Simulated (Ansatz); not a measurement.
We consider (NH4)2SiF6 (model structure, started from the SnH8(NCl3)2 type, Fm-3m, No. 225, 17 atoms in the cell), described by PBEsol in Ansatz (PAW).

Numerical settings: plane-wave cutoff 520 eV, 8×8×8 k mesh, Fermi–Dirac smearing 0.01 eV, scalar-relativistic PAW data made under PBE.

Cell (relaxed with PBE-D3(BJ)):

```
CELL_PARAMETERS angstrom
      0.00000     4.11678     4.11678
      4.11678     0.00000     4.11678
      4.11678     4.11678     0.00000
ATOMIC_POSITIONS crystal
  Si 0.00000 0.00000 0.00000
  H  0.32197 0.03410 0.32197
  H  0.67803 0.96590 0.67803
  H  0.67803 0.67803 0.67803
  H  0.32197 0.32197 0.32197
  H  0.03410 0.32197 0.32197
  H  0.96590 0.67803 0.67803
  H  0.67803 0.67803 0.96590
  H  0.32197 0.32197 0.03410
  N  0.25000 0.25000 0.25000
  N  0.75000 0.75000 0.75000
  F  0.20900 0.79100 0.20900
  F  0.79100 0.20900 0.79100
  F  0.20900 0.79100 0.79100
  F  0.79100 0.20900 0.20900
  F  0.20900 0.20900 0.79100
  F  0.79100 0.79100 0.20900
```

### Question
Give the computed band gap.

### Answer

- band gap = 6.57 eV (direct)

Note: the relaxation could raise the start's symmetry but not lower it, so the cell can be a saddle point; cell and atoms aren't relaxed at this level (largest force component 0.24 eV/Å, pressure -0.8 GPa).

The computed numbers hold no vibrational or temperature effects.

It cost around 17 core-seconds (rough) of CPU time.

A model structure was made by putting elements into a prototype or built by hand; it is no filed structure, need not be a known phase, and can be a saddle point held by its symmetry.

Ansatz is a quantum-chemistry and plane-wave program.
